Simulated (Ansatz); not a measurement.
Defect migration in 4H silicon carbide: interstitial N, charge state -1. Computed with PBE, PAW (plane waves to 420 eV; Ansatz, a program for electronic structure).

Settings: 72 host sites, the relaxed PBE lattice, the Γ point alone, smearing 0.01 eV, spin-restricted, no image-charge correction. No zero-point or tunnelling terms. The charge state is imposed; whether it is stable for some Fermi level was not computed. Sites that were not tried may lie lower. The order of the sites in energy changes with the mesh.

Barriers: single points on a 2×2×2 k-point mesh shifted by half a step along c at the bands' geometries (they differ from the bands' own by up to 0.30 eV, and are uncertain by about as much).

A. N moves alone to another site; the atom moves 1.40 Å along (0.00, 0.45, 0.00) of the unit cell; the moving atom starts with neighbours C at 1.45; Si at 1.66, Si at 1.82 Å and ends with C at 1.45; Si at 1.66, Si at 1.82 Å; saddle order first order.
B. a concerted move, in which N travels most; the atom moves 2.17 Å along (-0.23, 0.23, 0.18) of the unit cell; the moving atom starts with neighbours C at 1.45; Si at 1.66, Si at 1.82 Å and ends with C at 1.43; Si at 1.66, Si at 1.75 Å; saddle order inconclusive.

### Question
Rank these by forward barrier (lowest first), as PBE, PAW gives it.

### Answer
A (0.42 eV), B (2.59 eV)
